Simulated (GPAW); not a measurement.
**Input and output of a self-consistent single point for K2S (Fm-3m, 3 atoms in the cell) (GPAW)**

Method of the run: PBE, GPAW PAW datasets PBE (gpaw-data 1.0.1) (plane waves; GPAW).

Input:

```python
from ase import Atoms
from ase.units import GPa
from gpaw import GPAW, PW, FermiDirac

atoms = Atoms(['K', 'K', 'S'],
              cell=[[0.000000, 3.736492, 3.736492],
                    [3.736492, 0.000000, 3.736492],
                    [3.736492, 3.736492, 0.000000]],
              positions=[[1.868246, 1.868246, 1.868246],
                         [5.604738, 5.604738, 5.604738],
                         [0.000000, 0.000000, 0.000000]],
              pbc=True)

calc = GPAW(mode=PW(600),
            xc='PBE',
            kpts={'size': (6, 6, 6), 'gamma': True},
            occupations=FermiDirac(0.05),
            nbands=-8,
            convergence={'bands': -6},
            symmetry={'symmorphic': False, 'tolerance': 0.0005},
            maxiter=120,
            txt='-')

atoms.calc = calc

energy = atoms.get_potential_energy()
print('Energy (eV):', round(energy, 6))
forces = atoms.get_forces()
print('Forces (eV/Ang):')
print(forces.round(5))
stress = atoms.get_stress()
print('Stress (GPa, Voigt):', (stress / GPa).round(4))
```

Output, abridged:

```
Input parameters:
  convergence: {bands: -6}
  kpts: {gamma: True,
         size: (6, 6, 6)}
  maxiter: 120
  mode: {ecut: 600.0,
         name: pw}
  nbands: -8
  occupations: {fixmagmom: False,
                name: fermi-dirac,
                width: 0.05}
  symmetry: {symmorphic: False,
             tolerance: 0.0005}
  xc: PBE

species:
  K:
    name: Potassium
    Z: 19.0
    valence: 9
    core: 10
    charge: 0.0
    file: K.PBE.gz

    # Using partial waves for K as LCAO basis

  S:
    name: Sulfur
    Z: 16.0
    valence: 6
    core: 10
    charge: 0.0
    file: S.PBE.gz

    # Using partial waves for S as LCAO basis

Reference energy: -43622.126334  # eV

Spin-paired calculation

Convergence criteria:
 Maximum [total energy] change in last 3 cyles: 0.0005 eV / valence electron
 Maximum integral of absolute [dens]ity change: 0.0001 electrons / valence electron
 Maximum integral of absolute [eigenst]ate change: 4e-08 eV^2 / valence electron
 Maximum number of scf [iter]ations: 120

Symmetries present (total): 48
Symmetries with fractional translations: 0
216 k-points: 6 x 6 x 6 Monkhorst-Pack grid + [1/12,1/12,1/12]
16 k-points in the irreducible part of the Brillouin zone
       k-points in crystal coordinates                weights
   0:     0.00000000    0.00000000    0.00000000          1/216
   1:     0.16666667    0.16666667    0.00000000          6/216
   2:     0.16666667    0.16666667    0.16666667          8/216
   [... 7 lines left out ...]
          ...
  15:     0.50000000    0.50000000    0.50000000          4/216

Wave functions: Plane wave expansion
  Cutoff energy: 600.000 eV
  Number of coefficients (min, max): 3450, 3509
  Pulay-stress correction: 0.000000 eV/Ang^3 (de/decut=0.000000)

Occupation numbers: Fermi-Dirac:
  width: 0.0500  # eV

Eigensolver

Densities:
  Coarse grid: 30*30*30 grid
  Fine grid: 60*60*60 grid
  Total Charge: 0.000000

Density mixing:
  Method: separate
  Backend: pulay
  Linear mixing parameter: 0.05
  old densities: 5
  Damping of long wavelength oscillations: 50

Hamiltonian:
  XC and Coulomb potentials evaluated on a 60*60*60 grid
  External potential:
    NoExternalPotential

XC parameters: PBE with 2 nearest neighbor stencil

Number of atoms: 3
Number of atomic orbitals: 14
Number of bands in calculation: 20
Number of valence electrons: 24
Bands to converge: 14

Density initialized from atomic densities
  14 bands from LCAO basis set
  6 bands from random numbers

Atomic positions and initial magnetic moments

Positions:
   0 K      1.868246    1.868246    1.868246    ( 0.0000,  0.0000,  0.0000)
   1 K      5.604738    5.604738    5.604738    ( 0.0000,  0.0000,  0.0000)
   2 S      0.000000    0.000000    0.000000    ( 0.0000,  0.0000,  0.0000)

Unit cell:
           periodic     x           y           z      points  spacing
  1. axis:    yes    0.000000    3.736492    3.736492    30     0.1438
  2. axis:    yes    3.736492    0.000000    3.736492    30     0.1438
  3. axis:    yes    3.736492    3.736492    0.000000    30     0.1438

  Lengths:   5.284198   5.284198   5.284198
  Angles:   60.000000  60.000000  60.000000

Effective grid spacing dv^(1/3) = 0.1569

     iter     time        total  log10-change:
                         energy   eigst   dens
iter:   1 --:--:--   -11.079126   +0.35
iter:   2 --:--:--   -10.789945   +0.12  -1.08
iter:   3 --:--:--    -9.794327   -0.44  -1.13
iter:   4 --:--:--    -9.829553   -1.03  -1.39
iter:   5 --:--:--    -9.781165   -1.18  -1.39
iter:   6 --:--:--    -9.770546   -2.03  -2.19
iter:   7 --:--:--    -9.776913c  -2.47  -2.16
iter:   8 --:--:--    -9.772998c  -2.97  -2.34
iter:   9 --:--:--    -9.771901c  -3.10  -2.73
iter:  10 --:--:--    -9.771780c  -3.82  -2.75
iter:  11 --:--:--    -9.771796c  -4.33  -3.43
iter:  12 --:--:--    -9.771753c  -4.82  -3.32
iter:  13 --:--:--    -9.771752c  -5.37  -4.05c
iter:  14 --:--:--    -9.771754c  -5.75  -4.01c
iter:  15 --:--:--    -9.771755c  -6.16  -4.14c
iter:  16 --:--:--    -9.771758c  -6.28  -4.22c
iter:  17 --:--:--    -9.771757c  -6.76  -4.14c
iter:  18 --:--:--    -9.771757c  -7.33  -4.43c
iter:  19 --:--:--    -9.771757c  -7.81c -4.46c

Converged after 19 iterations.

Dipole moment: (0.000000, 0.000000, -0.000000) |e|*Ang

Energy contributions relative to reference atoms: (reference = -43622.126334)

Kinetic:         +0.831277
Potential:       +1.465721
External:        +0.000000
XC:             -10.849848
Entropy (-ST):   -0.000000
Local:           -1.218907
SIC:             +0.000000
--------------------------
Free energy:     -9.771757
Extrapolated:    -9.771757

Showing only first 2 kpts
 Kpt  Band  Eigenvalues  Occupancy
  0    10      1.08675    2.00000
  0    11      1.08675    2.00000
  0    12      3.56781    0.00000
  0    13      6.71036    0.00000

  1    10      1.13088    2.00000
  1    11      1.13088    2.00000
  1    12      4.26631    0.00000
  1    13      6.46517    0.00000

Fermi level: 2.42500

Gap: 2.313 eV
Transition (v -> c):
  (s=0, k=12, n=11, [0.50, 0.50, 0.00]) -> (s=0, k=0, n=12, [0.00, 0.00, 0.00])
Direct/indirect transitions are different
Direct gap: 2.481 eV
Transition at: (s=0, k=0, n=11, [0.00, 0.00, 0.00])
Energy (eV): -9.771757

Forces in eV/Ang:
  0 K    -0.00000    0.00000   -0.00000
  1 K    -0.00000    0.00000    0.00000
  2 S    -0.00000    0.00000   -0.00000

Stress tensor:
     0.000650     0.000000     0.000000
     0.000000     0.000650     0.000000
     0.000000     0.000000     0.000650
Stress (GPa, Voigt): [0.1042 0.1042 0.1042 0.     0.     0.    ]
```

The run converged in 19 iterations. GPAW prints stress with tension positive.

The starting cell has typed, rounded lattice constants, without a prior relaxation at this level. Its lattice was rescaled by a random factor within 2.5 % of one.
